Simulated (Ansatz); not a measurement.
How far PBE and r2SCAN part for CdS, isotropic strain −2.50 %

Base system: CdS in the zinc blende structure (space group F-43m, No. 216; a = 5.9266 Å).

(Cell as relaxed with PBE.)

Levels (all Ansatz, a first-principles code, PAW): PBE (420 eV, no spin-orbit coupling); r2SCAN (500 eV, spin-orbit coupling left out).

Each level relaxes its own structure.

```json
[
 {"base": "volume per atom", "PBE": "26.02 Å³", "r2SCAN": "25.38 Å³"},
 {"base": "lattice parameter a", "PBE": "5.927 Å", "r2SCAN": "5.878 Å"},
 {"base": "band gap", "PBE": "1.04 eV", "r2SCAN": "1.54 eV"}
]
```

Now apply this change: every lattice vector is shortened by 2.50 %, atoms relaxed at fixed cell.

| quantity | PBE | r2SCAN |
|---|---|---|
| band gap | 1.21 eV | … |
| electron mass | 0.13 mₑ (at Γ) | … |
| pressure | 48.3 kbar | … |

Problem. Given the PBE results, estimate those of r2SCAN.

Solution. 
- band gap, r2SCAN: 1.71 eV
- electron mass, r2SCAN: 0.16 mₑ (at Γ)
- pressure, r2SCAN: 54.5 kbar

PBE's band gap lies 0.508 eV below r2SCAN's; PBE's pressure lies 6.2 kbar below r2SCAN's. Neither level is exact; r2SCAN is the comparison here, not a measurement.

Effective masses come from finite differences of ±0.01 Å⁻¹. Stability against distortions was not tested.
